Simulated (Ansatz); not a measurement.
# Antifluorite Be2C

Calculation: LDA in Ansatz (PAW).

Numerical settings: plane-wave cutoff 520 eV, 14×14×14 k mesh, perturbation theory, scalar-relativistic PAW data made under PBE.

Cell: measured lattice: a = b = c = 4.340 Å, α = β = γ = 90.00°.

For antifluorite Be2C, the high-frequency dielectric constant is 6.96 and the dielectric constant ε0 (ions relaxed) is 15.4.

Note: the cell isn't this level's own, so it is under some stress, which shifts stiffness and frequencies.

Ansatz is a quantum-chemistry and plane-wave program.
